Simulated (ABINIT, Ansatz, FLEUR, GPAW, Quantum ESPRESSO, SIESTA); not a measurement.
Al3Ir (P6_3/mmc, 8 atoms in the cell) computed with different codes at matched settings

Self-consistent single point.

```
Al3Ir
1.0
    4.37347     0.00000     0.00000
   -2.18673     3.78753     0.00000
    0.00000     0.00000     7.92811
Al Ir
6 2
Direct
  0.00000   0.00000   0.25000
  0.00000   0.00000   0.75000
  0.33333   0.66667   0.57989
  0.66667   0.33333   0.42011
  0.66667   0.33333   0.07989
  0.33333   0.66667   0.92011
  0.33333   0.66667   0.25000
  0.66667   0.33333   0.75000
```

Shared settings, as Ansatz (a program for electronic structure) writes them: kpoints.mp_grid.grid = 4 4 2; scf.occupations.method = gaussian; scf.occupations.width = 0.136 eV. Potentials and cutoffs stand in the table.

```csv
code,model,pressure (GPa),largest force (eV/Å),cutoff
GPAW,"PBEsol, GPAW PAW datasets PBEsol (made by gpaw-setup)",-9.85,0.197,600 eV
SIESTA,"GGA PBEsol, numerical atomic orbitals DZP, PseudoDojo PBEsol standard norm-conserving potentials (rewritten from UPF to PSML)",-10.04,0.194,grid 300 Ry
FLEUR,"PBEsol, all-electron FLAPW (FLEUR), scalar-relativistic valence",–,0.203,Kmax 4.5 1/bohr
ABINIT,"PBEsol, PAW (JTH v2.0 PBE PAW, files made for PBE)",-9.88,0.192,21 Ha
Quantum ESPRESSO,"PBEsol, PseudoDojo standard norm-conserving (PBESOL) pseudopotentials",-10.25,0.185,70 Ry
Ansatz,"PBEsol, PAW files made with PBE",-10.22,0.197,default
```

A dash marks a value that a program does not give, or that is left out as unsure.

On Ansatz's run: spin-orbit coupling is off. Spin polarisation is off.

The spread over the programs that give each value: pressure within 0.40 GPa; largest force within 0.018 eV/Å.

SIESTA uses small atom-centred bases, whose incompleteness enters pressures, forces and empty levels differently from a plane-wave cutoff. FLEUR treats all electrons, but the usual bases taken here (sphere radii, linearisation, local orbitals, empty states) were not tested for convergence, so the values are no reference for the others. Ansatz's pressure is given at a fixed set of plane waves, as the other plane-wave codes print theirs; with its correction for the finite basis it is -10.19 GPa.

On the base mesh (7 7 4) the same programs gave: Ansatz pressure -10.11 GPa; Quantum ESPRESSO pressure -10.14 GPa; ABINIT pressure -9.77 GPa; GPAW pressure -9.74 GPa; SIESTA pressure -9.99 GPa.

The starting cell comes from a database of computed structures (which also holds hypothetical and non-ambient phases and stackings), without a prior relaxation at this level. Its lattice was rescaled by a random factor within 2.5 % of one.

Left out of this page: CP2K (on another mesh); Elk (not drawn, or without a comparable value).

Keys are those of Ansatz 0.2.
